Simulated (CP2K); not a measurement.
Band structure of CaMg2 (P-3m1, 6 atoms in the cell).

```
CELL_PARAMETERS angstrom
      3.44507     0.00000     0.00000
     -1.72253     2.98352     0.00000
      0.00000     0.00000    16.88730
ATOMIC_POSITIONS crystal
  Ca 0.66667 0.33333 0.09557
  Ca 0.33333 0.66667 0.90443
  Mg 0.33333 0.66667 0.26599
  Mg 0.66667 0.33333 0.73401
  Mg 0.66667 0.33333 0.42201
  Mg 0.33333 0.66667 0.57799
```

Level of theory: CP2K with LDA (Pade form), GPW, DZVP-MOLOPT-SR-GTH basis, GTH-PADE potentials (GTH_POTENTIALS).

Settings: CUTOFF = 1000 Ry; REL_CUTOFF = 40 Ry; SMEAR/METHOD = GAUSSIAN; SIGMA = 0.1 eV; KPOINTS/SCHEME = MONKHORST-PACK 8 8 2; GAMMA_CENTERED = T; XC_FUNCTIONAL = PADE; Ca/BASIS_SET = DZVP-MOLOPT-SR-GTH-q10; Ca/POTENTIAL = GTH-PADE-q10; Mg/BASIS_SET = DZVP-MOLOPT-SR-GTH-q10; Mg/POTENTIAL = GTH-PADE-q10; METHOD = GPW; EPS_DEFAULT = 1e-10; EXTRAPOLATION = USE_GUESS.

The starting cell comes from a database of computed structures (which also holds hypothetical and non-ambient phases and stackings), without a prior relaxation at this level. Values carry the incompleteness of an atom-centred basis.

Levels in eV from the Fermi level, bands 28 to 33:
```
point     28     29     30     31     32    33
-----  -----  -----  -----  -----  -----  ----
Γ      -3.28  -3.27  -1.10  -0.84   1.27  1.92
M      -1.31  -0.81  -0.51  -0.37  -0.03  0.44
K      -0.06  -0.06   0.17   0.26   0.26  0.26
A      -3.93  -2.21  -2.17  -0.08   0.84  2.13
L      -1.26  -0.82  -0.59  -0.35   0.04  0.43
H      -0.13  -0.13   0.09   0.42   0.45  0.45
```

Bands cross the Fermi level along this path, so the cell is metallic at this level.

Higher empty bands are left out: an atom-centred basis made for the valence describes them poorly.
